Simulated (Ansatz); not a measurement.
A computed series for Cu: response to strain

Base system: Cu in the fcc (Cu type) structure (space group Fm-3m, No. 225; relaxed with 0.1 eV smearing).

```xyz
1
Lattice="0.0000 1.7819 1.7819 1.7819 0.0000 1.7819 1.7819 1.7819 0.0000" Properties=species:S:1:pos:R:3 pbc="T T T"
Cu     0.0000     0.0000     0.0000
```

Strains are applied to the cell and any free atomic positions relax.

All numbers come from PBEsol (Ansatz, a quantum-chemistry and plane-wave program; PAW; 420 eV plane waves; spin-orbit coupling left out).

```tsv
isotropic strain (%)	pressure (GPa)
-3	19.3
-2.5	15.4
-2	?
-1	5.5
0	0.0
0.5	-2.4
1.5	-6.7
2	-8.6
2.5	-10.4
```

Fit P = P₀ − Bδ + Cδ² with δ = (1 + ε)³ − 1 to the rows shown and predict the withheld row.

Least squares on the printed values gives P₀ = 0.0 GPa, B = 174 GPa, C = 521 GPa (largest residual 0.1 GPa); this predicts 12.0 GPa, and the run gives 11.8 GPa, 0.2 lower.

Whether these cells are dynamically stable was not tested. All final runs are without spin polarisation.
